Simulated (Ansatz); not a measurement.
A self-consistent single point of LiHF2 (R3m, 4 atoms in the cell) with Ansatz (a program for electronic structure).

Method of the run: PBEsol, default PAW files made with PBE (plane waves; Ansatz).

The change in words: lattice scaled by 0.98; basis.ecutwfc: 420 eV → 210 eV. Reference geometry:
```
LiHF2
1.0
    1.46258     0.84442     4.35359
   -1.46258     0.84442     4.35359
    0.00000    -1.68885     4.35359
Li H F
1 1 2
Cartesian
  0.00000   0.00000   0.05000
  0.00000   0.00000   6.53038
  0.00000   0.00000   5.39811
  0.00000   0.00000   7.66266
```

Reference input (self-consistent single point, DFT, PBEsol, plane waves, default PAW files made with PBE): basis.ecutwfc = 420 eV; kpoints.mp_grid.grid = 10 10 10; hamiltonian.xc = pbesol; hamiltonian.pseudopotentials = {kind: paw} (the program's default PAW files); scf.occupations.method = fixed. This run's input differs from it in these lines:

Ansatz 0.2 input:
```diff
@@ -2,5 +2,5 @@
   lattice:
-    - [1.46258400, 0.84442300, 4.35359000]
-    - [-1.46258400, 0.84442300, 4.35359000]
-    - [0.00000000, -1.68884600, 4.35359000]
+    - [1.43333200, 0.82753500, 4.26651800]
+    - [-1.43333200, 0.82753500, 4.26651800]
+    - [0.00000000, -1.65506900, 4.26651800]
   atoms:
@@ -11,3 +11,3 @@
 basis:
-  ecutwfc: 420.0 eV
+  ecutwfc: 210.0 eV
 kpoints:
```

The program printed (abridged):

```
SCF iter   1: F=—  HF=-1808.285398 eV  |F-HF|=—  |Δ(HF+E_count)|=         —  Δρ=2.11e-1  dr2=4.46e0  ethr=1.77e-3  ⟨swp⟩=3.9  Hψ=6317  notcnv=0  defer=202
all-band conjugate gradients solve this SCF's bands
preconditioner: auto → none
SCF iter   2: F=—  HF=-1806.586950 eV  |F-HF|=—  |Δ(HF+E_count)|=    1.70e0  Δρ=5.23e-2  dr2=3.39e-1  ethr=1.77e-3  ⟨swp⟩=2.0  Hψ=3710  notcnv=0  defer=120
SCF iter   3: F=—  HF=-1806.529251 eV  |F-HF|=—  |Δ(HF+E_count)|=   5.77e-2  Δρ=2.84e-2  dr2=5.42e-2  ethr=1.77e-3  ⟨swp⟩=2.3  Hψ=2311  notcnv=0  defer=228
   [... lines left out ...]
SCF iter   5: F=—  HF=-1806.524088 eV  |F-HF|=—  |Δ(HF+E_count)|=   2.19e-5  Δρ=4.07e-4  dr2=3.04e-5  ethr=3.37e-6  ⟨swp⟩=2.0  Hψ=2429  notcnv=0  defer=232
SCF iter   6: F=—  HF=-1806.523826 eV  |F-HF|=—  |Δ(HF+E_count)|=   2.62e-4  Δρ=2.56e-4  dr2=1.30e-5  ethr=1.69e-7  ⟨swp⟩=2.0  Hψ=2332  notcnv=0  defer=71
SCF iter   7: F=—  HF=-1806.523824 eV  |F-HF|=—  |Δ(HF+E_count)|=   2.09e-6  Δρ=4.47e-5  dr2=4.16e-7  ethr=7.24e-8  ⟨swp⟩=2.2  Hψ=2149  notcnv=0  defer=112
SCF iter   8: F=-1806.523824 eV  HF=-1806.523824 eV  |F-HF|=2.21e-9  |Δ(HF+E_count)|=   1.22e-7  Δρ=3.96e-6  dr2=2.36e-9  ethr=5.56e-10  ⟨swp⟩=6.1  Hψ=7161  notcnv=0
SCF 1 converged in 8 iterations: F = -1806.523824 eV  dr2 = 2.36e-9
Free energy (F): -1806.523824 eV
Internal energy: -1806.523824 eV  (E = F + TS)
E sigma→0 (E₀):  -1806.523824 eV
Fermi energy:    -0.402733 eV
--- Forces (eV/Å), atoms counted from 1 ---
  atom   1  Li     0.00000000    -0.00000001    -0.25938826
  atom   2  H      0.00000000     0.00000001     0.22830732
  atom   3  F      0.00000000     0.00000004     0.94171372
  atom   4  F     -0.00000000    -0.00000004    -0.91063813
--- Stress (GPa, compression-positive) ---
        4.004273       0.000000       0.000000
        0.000000       4.004273      -0.000000
        0.000000      -0.000000       2.376417
  P = ⅓ Tr σ = 3.4617 GPa (34.617 kbar)
  The stress holds the Pulay correction. Without it, at fixed plane waves, as pw.x and ABINIT print it: P = -309.3135 GPa
```

The run converged in 8 iterations. Against the reference run the free energy goes up by 4.20 eV/atom, the pressure goes from 2.95 to 3.46 GPa, the largest force goes from 0.226 to 0.942 eV/Å and the gap on the mesh goes from 8.316 to 8.534 eV.

The starting cell comes from a database of computed structures (which also holds hypothetical and non-ambient phases and stackings), without a prior relaxation at this level. Its lattice was rescaled by up to half a per cent. One atom was moved a little off its site on purpose. For this run, on top of that: lattice scaled by 0.98. Ansatz's pressure includes its estimate of the finite-basis (Pulay) stress. Without the estimate this run gives -309.31 GPa. The cutoff lies below the one recommended for these files.
